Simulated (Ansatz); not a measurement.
A self-consistent single point of TlAgI2 (I4/mcm, 8 atoms in the cell) with Ansatz (a quantum-chemistry and plane-wave program).

Method: LDA (PW92), default PAW files made with PBE (plane waves; Ansatz).

```yaml
crystal:
  lattice:
    - [-4.27284, 4.27284, 3.94371]
    - [4.27284, -4.27284, 3.94371]
    - [4.27284, 4.27284, -3.94371]
  atoms:
    - { symbol: Tl, position: [0.25000, 0.25000, 0.00000] }
    - { symbol: Tl, position: [0.75000, 0.75000, 0.00000] }
    - { symbol: Ag, position: [0.75000, 0.25000, 0.50000] }
    - { symbol: Ag, position: [0.25000, 0.75000, 0.50000] }
    - { symbol: I, position: [0.32260, 0.82260, 0.14520] }
    - { symbol: I, position: [0.67740, 0.17740, 0.85480] }
    - { symbol: I, position: [0.82260, 0.67740, 0.50000] }
    - { symbol: I, position: [0.17740, 0.32260, 0.50000] }
```

Reference input (self-consistent single point, DFT, LDA (PW92), plane waves, default PAW files made with PBE): basis.ecutwfc = 420 eV; kpoints.mp_grid.grid = 5 5 5; hamiltonian.xc = lda; hamiltonian.pseudopotentials = {kind: paw} (the program's default PAW files); scf.occupations.method = fixed. This run's input differs from it in these lines:

Ansatz 0.2 input:
```diff
@@ -18,3 +18,3 @@
   mp_grid:
-    grid: [5, 5, 5]
+    grid: [3, 3, 3]
 hamiltonian:
```

Log, with long lists cut:

```
SCF iter   1: F=—  HF=-66635.197683 eV  |F-HF|=—  |Δ(HF+E_count)|=         —  Δρ=5.76e-3  dr2=7.36e-2  ethr=1.77e-3  ⟨swp⟩=5.3  Hψ=1506  notcnv=0  defer=69
all-band conjugate gradients solve this SCF's bands
preconditioner: auto → Resta (q_TF=auto, 2.396 Å⁻¹)
SCF iter   2: F=—  HF=-66635.177990 eV  |F-HF|=—  |Δ(HF+E_count)|=   1.97e-2  Δρ=2.29e-3  dr2=9.13e-3  ethr=5.58e-5  ⟨swp⟩=2.2  Hψ=950  notcnv=0  defer=71
   [... lines left out ...]
SCF iter   4: F=—  HF=-66635.175804 eV  |F-HF|=—  |Δ(HF+E_count)|=   2.89e-4  Δρ=1.72e-4  dr2=9.70e-5  ethr=1.47e-6  ⟨swp⟩=2.0  Hψ=519  notcnv=0  defer=69
SCF iter   5: F=—  HF=-66635.175699 eV  |F-HF|=—  |Δ(HF+E_count)|=   1.05e-4  Δρ=5.13e-5  dr2=5.37e-6  ethr=7.35e-8  ⟨swp⟩=2.0  Hψ=587  notcnv=0  defer=67
SCF iter   6: F=—  HF=-66635.175701 eV  |F-HF|=—  |Δ(HF+E_count)|=   1.83e-6  Δρ=1.02e-5  dr2=3.65e-7  ethr=4.07e-9  ⟨swp⟩=2.0  Hψ=791  notcnv=0  defer=67
SCF iter   7: F=-66635.175701 eV  HF=-66635.175701 eV  |F-HF|=8.00e-9  |Δ(HF+E_count)|=   5.06e-8  Δρ=2.87e-6  dr2=2.18e-8  ethr=7.58e-11  ⟨swp⟩=17.0  Hψ=2872  notcnv=0
SCF 1 converged in 7 iterations: F = -66635.175701 eV  dr2 = 2.18e-8
Free energy (F): -66635.175701 eV
Internal energy: -66635.175701 eV  (E = F + TS)
E sigma→0 (E₀):  -66635.175701 eV
Fermi energy:    5.826645 eV
--- Forces (eV/Å), atoms counted from 1 ---
  atom   1  Tl    -0.00000000    -0.00000000     0.00000000
  atom   2  Tl     0.00000000    -0.00000000     0.00000000
  atom   3  Ag    -0.00000000     0.00000000     0.00000000
  atom   4  Ag     0.00000000     0.00000000     0.00000000
  atom   5  I      0.26697284     0.26697284     0.00000000
  atom   6  I     -0.26697284    -0.26697284     0.00000000
  atom   7  I     -0.26697284     0.26697284    -0.00000000
  atom   8  I      0.26697284    -0.26697284    -0.00000000
--- Stress (GPa, compression-positive) ---
       -3.707100       0.000000       0.000000
        0.000000      -3.707100      -0.000000
        0.000000       0.000000      -4.312743
  P = ⅓ Tr σ = -3.9090 GPa (-39.090 kbar)
  The stress holds the Pulay correction. Without it, at fixed plane waves, as pw.x and ABINIT print it: P = -3.9353 GPa
```

The run converged in 7 iterations. Against the reference run the free energy is nearly the same (within 1 meV/atom), the pressure moves little (-3.90 to -3.91 GPa), the largest force hardly changes (0.377 to 0.378 eV/Å) and the gap on the mesh goes from 1.596 to 1.820 eV.

The starting cell comes from a database of computed structures (which also holds hypothetical and non-ambient phases and stackings), without a prior relaxation at this level. Its lattice was rescaled by a random factor within 2.5 % of one. Spin-orbit coupling is off. Ansatz's pressure includes its estimate of the finite-basis (Pulay) stress. Another mesh or the band path of this cell gives a smaller gap, so this value is not converged in the mesh.
